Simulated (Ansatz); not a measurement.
# Ti on the 1x1 (111) surface of fcc Au (the real clean face reconstructs), one in a 2x2 cell, started at the site 'hollow Au-Au-Au over Au at depth 2.4 Å'

All values below come from PBE (plane waves to 420 eV, PAW; Ansatz, a first-principles code).

Slab: 17 atoms, 7.2 Å thick at the start under the adsorbate (thin: gaps and levels are the slab's own); k 6x6x1, smearing 0.1 eV, dipole-corrected; 8 atoms held, the rest relaxed; held to the start's symmetry, so lower structures may exist; spin-polarised, no spin-orbit, no U, no dispersion correction. At the end it is bonded to 3 Au. In PBE this state lies 0.25 eV over the lowest of the starts that converged ('top Au', where the adsorbate rearranged the host).

```yaml
adsorption energy against an atom of hcp Ti: 1.83 eV
work_function_of_the_top_face: 2.79 eV
change_of_the_work_function: -2.34 eV
change_of_the_step_from_the_bottom_to_the_top_vacuum_level_against_the_clean_slab: -2.39 eV
energy_released_by_relaxation: 0.88 eV
height of the binding atom over the mean of the host atoms within 0.3 Å of the top one: 1.770 Å
magnetic_moment_of_the_cell: 1.70 μB
nearest_host_atoms_of_the_binding_atom: Au at 2.54 Å, Au at 2.54 Å, Au at 2.54 Å
largest_move_of_a_host_atom: 0.27 Å
cost: roughly 40 core-minutes
```

A negative adsorption energy means that the adsorbate is more stable on the surface than in its reference.
